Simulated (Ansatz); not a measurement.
# A computed series for hypothetical CsCl type CoBi: response to strain

The reference is CoBi in the CsCl type structure (space group Pm-3m, No. 221; ferromagnetic; a hypothetical phase, not in the database extracts checked; relaxed with 0.1 eV smearing).

```
CELL_PARAMETERS angstrom
      3.30471     0.00000     0.00000
      0.00000     3.30471     0.00000
      0.00000     0.00000     3.30471
ATOMIC_POSITIONS crystal
  Co 0.00000 0.00000 0.00000
  Bi 0.50000 0.50000 0.50000
```

Cartesian axes are those of the cell as printed.

Strains are applied to the cell and any free atomic positions relax; under biaxial strain the out-of-plane vector relaxes too; under stress the whole cell relaxes.

The values are results of PBEsol/PAW in Ansatz (a first-principles code), no spin-orbit coupling, not measurements.

Notes on the quantities. pressure: mean of the normal stresses, compression positive.

| variant | pressure | shortest interatomic distance |
|---|---|---|
| base | 0.0 GPa | 2.862 Å |
| biaxial strain −1.22 %, plane normal [001], relaxed out of plane | 1.2 GPa | 2.852 Å |
| biaxial strain −0.19 %, plane normal [110], relaxed out of plane | 0.1 GPa | 2.857 Å |
| biaxial strain −0.38 %, plane normal [111], relaxed out of plane | 0.2 GPa | 2.854 Å |
| isotropic strain −5.61 % | 24.0 GPa | 2.701 Å |
| uniaxial strain ε_xx = +2.59 % | -2.5 GPa | 2.887 Å |
| uniaxial stress, 3 GPa compression along x | – | 2.854 Å |
| tensor shear ε_xz = −2.83 % | 0.2 GPa | 2.808 Å |
| tensor shear ε_yz = −0.53 % | 0.0 GPa | 2.852 Å |
| tensor shear ε_yz = −3.56 % | 0.3 GPa | 2.794 Å |

Other magnetic orders, which the real material may have, were not ruled out. Beyond what the load breaks, stability against distortions was not tested. Seeded moments were not kept for isotropic strain −5.61 %.
